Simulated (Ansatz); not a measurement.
The parent structure is Ni₂Si (space group Pnma, No. 62; a = 4.917 Å, b = 3.698 Å, c = 7.008 Å; non-magnetic). Axes: x, y, z lie along a, b, c of the conventional cell.

Method: plane-wave PAW DFT at the PBEsol level (Ansatz, a program for electronic structure, 420 eV), spin-orbit coupling left out, earlier PAW set.

Before the change:

- Pressure = 0.0 GPa
- Band gap = zero
- Shortest interatomic distance = 2.291 Å

The change: strain tensor (xx, yy, zz, yz, xz, xy) = (+0.37, +0.59, −0.79, −0.27, −0.21, −0.21) %; the atoms relax in the strained cell.

Q: What happens to the pressure, largest internal atomic displacement, energy relative to the base, band gap and shortest interatomic distance?

A: The pressure (mean of the normal stresses, compression positive) goes from zero to -0.2 GPa; the largest internal atomic displacement is 0.012 Å; the energy goes up by 0.8 meV/atom; the band gap stays zero; the shortest interatomic distance decreases by 0.0118 Å (2.291 Å → 2.280 Å).

Without a gap, meshes like the base's 8×10×6 leave anisotropic stresses uncertain by several tenths of a GPa, and small strain energies with them. No phonon test of stability was made. Starting moments died away, wholly or in part, for the base; another magnetic solution may exist. All final runs are without spin polarisation.
